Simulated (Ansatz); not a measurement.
Take HgTe in the zinc blende structure (space group F-43m, No. 216; a = 6.573 Å) as the base.

The values are results of Ansatz (a program for electronic structure), r2SCAN, PAW, cutoff 500 eV, spin-orbit coupling left out, not measurements.

For the base:

| Property | Result |
|---|---|
| Pressure | 0.0 GPa |

It is then changed as follows: an isotropic linear strain of +1.33 %; the atoms relax in the strained cell.

Question: What happens to the energy relative to the base and pressure?

Answer: The energy goes up by 6.7 meV/atom; the pressure goes from zero to -1.4 GPa.

Stability against distortions was not tested. The final runs are not spin-polarised.
